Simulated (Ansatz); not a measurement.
The cell is built on a prototype and need not be the phase stable at ambient conditions.

By PBEsol, the system below comes out a metal.

A figure of merit of an interconnect metal is its ballistic conductance per area.

Input:

```xyz
2
Lattice="2.6413 0.0000 0.0000 0.0000 3.7354 0.0000 0.0000 1.8677 1.8677" Properties=species:S:1:pos:R:3 pbc="T T T"
Ru     0.0000     0.0000     0.0000
C      1.3207     1.8677     0.0000
```

Space group of this cell: Pm-3m, CsCl type. The cell was relaxed by PBE-D3(BJ); by PBEsol its mean pressure is -3.3 GPa.

The current flows along the normal of the first two printed cell vectors. No spin-orbit coupling; the value is a mean over 0.1 eV about the Fermi level.

Question: Predict the ballistic conductance per area from PBEsol run with Ansatz (a program for electronic structure).

Answer: 1.7 × 10¹⁵ S/m² for both spins.
